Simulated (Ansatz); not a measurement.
**fcc Ir: the defect Ir vacancy + O interstitial**

Level of theory: PBE, PAW (plane waves to 420 eV; Ansatz, a first-principles code). Set-up: 32-site cell; 6×6×6 shifted k-points; start: the Ir site; off centre in the vacancy; no spin–orbit coupling; energies good to tenths of an eV; the relaxation kept the symmetry of the starting site; relaxed from one start, so a lower configuration may exist.

Neighbours after relaxation, in Å: of the emptied site: O 0.88; of the O atom: Ir 2.21, Ir 2.21, Ir 2.21, Ir 2.21.

Formation energies E_f are those of the neutral cell. Chemical conditions: impurity bounded by its compound with the host (Δμ(Ir) = 0.00 eV, Δμ(O) = -1.19 eV, bounded by rutile IrO2; only phases computed here count, gases as isolated molecules at 0 K). Reference phases: Ir: fcc Ir, O: O2 molecule in a box.

| charge | moment (μB) | point group | largest move off a lattice site (Å) | E_f, impurity bounded by its compound with the host (eV) |
|---|---|---|---|---|
| 0 | not spin-polarised | C4v | 0.06 | 3.71 |

Point groups are those of the whole cell at tolerances of 0.03 and 0.1 Å ("near" where only the looser one holds); none is given for unsettled states.
